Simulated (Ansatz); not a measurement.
The starting structures come from a database of crystals and need not be the phases stable at ambient conditions.

Inside the gap of an insulator the Bloch states are evanescent, with a wavenumber k + iκ along the transport direction.

```xyz
7
Lattice="4.5832 0.0000 0.0000 0.0000 13.7662 0.0000 2.2916 6.8831 2.2916" Properties=species:S:1:pos:R:3 pbc="T T T"
Rb     0.0000     8.8222     0.0000
Rb     0.0000     4.9440     0.0000
Hg     0.0000     0.0000     0.0000
F      0.0000    11.5107     0.0000
F      0.0000     2.2555     0.0000
F      2.2916     6.8831     0.0000
F      2.2916     0.0000     0.0000
```

Space group of this cell: I4/mmm. The cell is taken as given.

Transport runs along the normal of the first two printed cell vectors, the (100) plane of the conventional cell.

The gap is the functional's own, uncorrected, and κ follows it; spin-orbit coupling is left out. Mid-gap values are interpolated between the computed energies.

Problem. Give the band gap and the smallest decay constant κ at mid-gap that Ansatz (a quantum-chemistry and plane-wave program) with PBEsol yields.

Solution. Gap 1.76 eV on a 14×14×14 mesh; κ = 0.334 1/Å, at (0.500, 0.500) of the in-plane reciprocal vectors. At the zone centre, at the nearest computed energy, the slowest state has κ = 0.39 1/Å.
